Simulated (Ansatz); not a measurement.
Base system: Ta in the bcc (W type) structure (space group Im-3m, No. 229; a = 3.2823 Å; relaxed with 0.1 eV smearing). Axes: x, y, z lie along the cube axes.

The values are results of PBEsol (Ansatz, an electronic-structure program, PAW, spin-orbit coupling left out), not measurements.

Strains are applied to the cell and any free atomic positions relax; under biaxial strain the out-of-plane vector relaxes too.

One change was made to it. Results:

The energy increases by 12 meV/atom; the shortest interatomic distance falls by 0.014 Å to 2.829 Å.

### Question
Which of these changes matches the shifts?
A) biaxial strain −2.50 %, plane normal [001], relaxed out of plane
B) biaxial strain −2.00 %, plane normal [001], relaxed out of plane
C) biaxial strain +3.00 %, plane normal [001], relaxed out of plane
D) biaxial strain +0.50 %, plane normal [001], relaxed out of plane

### Answer
B, biaxial strain −2.00 %, plane normal [001], relaxed out of plane. For comparison, the energy relative to the base in the other runs: biaxial strain +0.50 %, plane normal [001], relaxed out of plane gives +0.7 meV/atom; biaxial strain +3.00 %, plane normal [001], relaxed out of plane gives +22 meV/atom; biaxial strain −2.50 %, plane normal [001], relaxed out of plane gives +19 meV/atom.

No phonon test of stability was made. All final runs are without spin polarisation.
